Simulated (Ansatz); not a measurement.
Subject: the energy change from cell B to cell A (net 1 Al added, other atoms rearranged, in a slab cell with nine atoms a plane). Reaction: cell B + Al (fcc) → cell A. Negative: the products are lower in energy.

Cell A: a slab of Al (fcc, Fm-3m) cut along (111), 55 atoms, hexagonal cell of 8.57 Å (63.6 Å²), symmetry P3m1 within 0.02 Å, 14.1 Å thick under 16 Å of vacuum, in-plane vectors held at the crystal's; planes from bottom to top: Al9 × 6 | In; added, foreign or displaced atoms, above the top plane: In bound to 3 Al at 2.96 Å; spin state with PBE: run without spin, k-point mesh 5×5×1.
```
Al54In
1.0
    8.57134     0.00000     0.00000
    4.28567     7.42300     0.00000
    0.00000     0.00000    30.25806
Al In
54 1
Cartesian
  1.42856   0.82478   7.98637
  4.28659   0.82506   7.99607
  7.14186   0.82506   7.99607
  2.85782   3.29977   7.99607
  5.71423   3.29911   8.01062
  8.57063   3.29977   7.99607
  4.28545   5.77250   7.99607
  7.14300   5.77250   7.99607
  9.99989   5.77344   8.00868
  8.57434   1.64782  10.34950
  2.85411   1.64782  10.34950
  5.71423   1.64833  10.35111
  9.99989   4.12180  10.35039
  4.28461   4.12450  10.35111
  7.14384   4.12450  10.35111
 11.43026   6.59926  10.35039
  5.71423   6.60168  10.34950
  8.56953   6.59926  10.35039
  0.00077   0.00044  12.67621
  2.85634   0.00044  12.67621
  5.71423   0.00410  12.66655
  1.42856   2.47344  12.67621
  4.28390   2.47331  12.67336
  7.14455   2.47331  12.67336
  2.86067   4.94661  12.66655
  5.71423   4.95071  12.67336
  8.56778   4.94661  12.66655
  1.42856   0.82478  15.00899
  4.28217   0.82262  15.00572
  7.14628   0.82262  15.00572
  2.85349   3.29715  15.00572
  5.71423   3.29911  14.99539
  8.57496   3.29715  15.00572
  4.28555   5.77755  15.00572
  7.14290   5.77755  15.00572
  9.99989   5.77344  14.98582
  8.56896   1.65093  17.33722
  2.85949   1.65093  17.33722
  5.71423   1.65171  17.31069
  9.99989   4.12237  17.31435
  4.28753   4.12281  17.31069
  7.14092   4.12281  17.31069
 11.42976   6.59898  17.31435
  5.71423   6.59547  17.33722
  8.57003   6.59898  17.31435
 -0.04179  -0.02413  19.67139
  2.89890  -0.02413  19.67139
  5.71423  -0.00076  19.64897
  1.42856   2.52259  19.67139
  4.29045   2.47709  19.67782
  7.13800   2.47709  19.67782
  2.85645   4.94904  19.64897
  5.71423   4.94315  19.67782
  8.57200   4.94904  19.64897
  1.42856   0.82478  22.09984
```

Cell B: a slab of Al (fcc, Fm-3m) cut along (111), 54 atoms, hexagonal cell of 8.57 Å (63.6 Å²), symmetry P3m1 within 0.02 Å, 12.5 Å thick under 15 Å of vacuum, in-plane vectors held at the crystal's; planes from bottom to top: Al9 × 5 | Al8 | In; added, foreign or displaced atoms, above the top plane: In bound to 6 Al at 3.02 Å; spin state with PBE: run without spin, k-point mesh 5×5×1.
```
CELL_PARAMETERS angstrom
      8.57134     0.00000     0.00000
      4.28567     7.42300     0.00000
      0.00000     0.00000    27.66411
ATOMIC_POSITIONS crystal
  Al 0.11084 0.11084 0.28879
  Al 0.44476 0.11049 0.28906
  Al 0.77832 0.11084 0.28879
  Al 0.11049 0.44476 0.28906
  Al 0.44476 0.44476 0.28906
  Al 0.77780 0.44441 0.28911
  Al 0.11084 0.77832 0.28879
  Al 0.44441 0.77780 0.28911
  Al 0.77780 0.77780 0.28911
  Al 0.88935 0.22130 0.37372
  Al 0.22193 0.22193 0.37369
  Al 0.55613 0.22193 0.37369
  Al 0.88806 0.55597 0.37384
  Al 0.22193 0.55613 0.37369
  Al 0.55597 0.55597 0.37384
  Al 0.88935 0.88935 0.37372
  Al 0.22130 0.88935 0.37372
  Al 0.55597 0.88806 0.37384
  Al 0.00000 0.00000 0.45737
  Al 0.33356 0.99946 0.45749
  Al 0.66698 0.99946 0.45749
  Al 0.99946 0.33356 0.45749
  Al 0.33333 0.33333 0.45716
  Al 0.66698 0.33356 0.45749
  Al 0.99946 0.66698 0.45749
  Al 0.33356 0.66698 0.45749
  Al 0.66667 0.66667 0.45733
  Al 0.11176 0.11176 0.54148
  Al 0.44452 0.11095 0.54163
  Al 0.77649 0.11176 0.54148
  Al 0.11095 0.44452 0.54163
  Al 0.44452 0.44452 0.54163
  Al 0.77750 0.44501 0.54144
  Al 0.11176 0.77649 0.54148
  Al 0.44501 0.77750 0.54144
  Al 0.77750 0.77750 0.54144
  Al 0.88866 0.22268 0.62422
  Al 0.22389 0.22389 0.62692
  Al 0.55222 0.22389 0.62692
  Al 0.88961 0.55519 0.62531
  Al 0.22389 0.55222 0.62692
  Al 0.55519 0.55519 0.62531
  Al 0.88866 0.88866 0.62422
  Al 0.22268 0.88866 0.62422
  Al 0.55519 0.88961 0.62531
  Al 0.00000 0.00000 0.70872
  Al 0.33262 0.99629 0.70949
  Al 0.67109 0.99629 0.70949
  Al 0.99629 0.33262 0.70949
  In 0.33333 0.33333 0.74043
  Al 0.67109 0.33262 0.70949
  Al 0.99629 0.67109 0.70949
  Al 0.33262 0.67109 0.70949
  Al 0.66667 0.66667 0.70947
```

Reference: Al (fcc, Fm-3m), 9 atoms in the cell, the relaxed perfect crystal repeated, atoms not moved again, k-point mesh 5×5×15 on the run's own vectors.

All numbers come from Ansatz (a quantum-chemistry and plane-wave program), plane waves with PAW, its PAW set soft_1, cutoff 420 eV, 500 eV for r2SCAN. The structures are at rest with PBE, within the held lattices; other levels are single points on them. Neutral cells; Fermi-Dirac smearing of at most 0.10 eV in the solids, energies taken to zero width. The lattices are those relaxed with PBE, so at other levels the solids can be strained, which adds to the spread. Larger cells are relaxed from a start prepared with the learned potential CHGNet, on a coarser mesh till forces fall under 0.03 eV/Å, which some starts already meet. A dispersion term (D3(BJ), or D4 for r2SCAN) was computed beside these levels and is taken off wherever the name lacks it. Space groups of crystals are read within 0.01 Å. Nuclei at rest; no vibrational terms. No structure search was made; lower ones may exist. The runs are scalar-relativistic, without spin-orbit coupling. Values are for these cell sizes. Cell A has symmetry P3m1 within 0.02 Å and got no random move, so less symmetric positions, which may lie lower, weren't tried. Cell B has symmetry P3m1 within 0.02 Å and got no random move, so less symmetric positions, which may lie lower, weren't tried.

Problem. Give the value at the level PBE.

Solution. 0.15 eV, for cell B + Al (fcc) → cell A.

Problem. List the value at the remaining levels and say how far they part.

Solution. 
| Level | value (eV) | less PBE |
|---|---|---|
| r2SCAN | 0.20 | 0.05 |

The levels shown span 0.05 eV, from PBE (0.15) to r2SCAN (0.20).
